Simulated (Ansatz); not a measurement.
Results of PBE0 in Ansatz (plane waves, PAW) for cubic perovskite CsPbBr3 (cubic high-temperature phase).

Run with plane-wave cutoff 460 eV, 4×4×4 k mesh, Fermi–Dirac smearing 0.01 eV, scalar-relativistic PAW data made under PBE.

Pressure at four volumes; x = ln(V/42.556 Å³). One pressure is withheld.

| V (Å³/atom) | x | P (GPa) |
|---|---|---|
| 40.432 | -0.0512 | 1.152 |
| 42.556 | 0.0000 | 0.002 |
| 43.624 | 0.0248 | -0.463 |
| 44.688 | 0.0489 | ? |

### Question
Pass a parabola P(x) through the three rows shown, estimate the bulk modulus and its pressure derivative near zero pressure, and predict the withheld pressure.

### Answer
Slopes between the rows: (0.002 − (1.152))/(0.0000 − (-0.0512)) = -22.46 and (-0.463 − (0.002))/(0.0248 − (0.0000)) = -18.75 GPa. Their difference over the span 0.0760 is c = 3.71/0.0760 = 48.8 GPa, so P(x) = 1.152 + (-22.46)(x − (-0.0512)) + 48.8 (x − (-0.0512))(x − (0.0000)). At the middle row B = −dP/dx = −[-22.46 + 48.8 × 0.0512] = 20.0 GPa, and B′ = dB/dP = 2c/B = 4.9. At x = 0.0489 the parabola gives -0.857 GPa; the run gives -0.865 GPa. The Birch–Murnaghan fit to the energies at all volumes has B0 = 19.9 GPa and B′ = 4.6.

Note: the relaxation could not lower the start's symmetry, so the cell can be a saddle point above a distorted one.

Spin–orbit coupling is not included; it can shift volumes and moduli of such heavy elements.

Ansatz is a quantum-chemistry and plane-wave program.
